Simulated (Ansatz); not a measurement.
## Effective masses and thermopower of YSF (P4/nmm)

Given:

```yaml
crystal:
  lattice:
    - [3.73576, 0.00000, 0.00000]
    - [0.00000, 3.73576, 0.00000]
    - [0.00000, 0.00000, 6.77226]
  atoms:
    - { symbol: Y, position: [0.00000, 0.50000, 0.22717] }
    - { symbol: Y, position: [0.50000, 0.00000, 0.77283] }
    - { symbol: S, position: [0.00000, 0.50000, 0.64280] }
    - { symbol: S, position: [0.50000, 0.00000, 0.35720] }
    - { symbol: F, position: [0.00000, 0.00000, 0.00000] }
    - { symbol: F, position: [0.50000, 0.50000, 0.00000] }
```

These are PBEsol, rigid bands (plane waves, PAW, scalar-relativistic; Ansatz, an electronic-structure program) values and carry that method's errors. Geometry: cell and atoms relaxed with PBEsol.

```yaml
band_gap: 1.11 eV
electron conductivity mass (300 K, dilute): 0.30 (x), 0.30 (y), 0.93 (z) mₑ
hole conductivity mass (300 K, dilute): 0.44 (x), 0.44 (y), 7.3 (z) mₑ
effective density of states N_c (300 K): 7.0e18 cm⁻³
effective density of states N_v (300 K): 5.8e19 cm⁻³
density_of_states_mass_electrons: 0.43 mₑ
density_of_states_mass_holes: 1.75 mₑ
Seebeck coefficient, n-type 1e19 cm⁻³, 300 K: -197 μV/K
best n-type power factor at 300 K for τ = 10 fs (best axis; densities from 1e16 to 1e21 cm⁻³ tried, whether or not they can be reached): 4.0 μW/(cm·K²) at 3e19 cm⁻³
Seebeck coefficient, p-type 1e19 cm⁻³, 300 K: 358 μV/K
best p-type power factor at 300 K for τ = 10 fs (best axis; densities from 1e16 to 1e21 cm⁻³ tried, whether or not they can be reached): 21 μW/(cm·K²) at 1e20 cm⁻³
```

Rigid bands; masses and Seebeck coefficients take one relaxation time τ for all states and one kind of carrier; polarons and phonon drag are left out. Spin-orbit coupling is left out; where it splits the top of the valence band, N_v and the p-type Seebeck coefficient come out somewhat high without it.

Computed structure with no diffraction record at hand here (it may be known, metastable or hypothetical): YSF (P4/nmm).
